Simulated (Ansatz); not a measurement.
The reference is Sc in the hcp (Mg type) structure (space group P6_3/mmc, No. 194; a = 3.275 Å, c = 5.105 Å; relaxed with 0.1 eV smearing).

The values are results of PBEsol in Ansatz (plane waves to 420 eV, PAW, without spin-orbit coupling), not measurements.

Before the change:

Pressure: 0.0 GPa

The change: the cell is scaled by 0.9850 in all directions; the atoms relax in the strained cell.

Q: Estimate the effect on the energy relative to the base and pressure.

A: The energy rises by 8.8 meV/atom; the pressure (mean of the normal stresses, compression positive) goes from zero to 2.8 GPa.

Whether these cells are dynamically stable was not tested. All final runs are without spin polarisation.

Ansatz is a program for electronic structure.
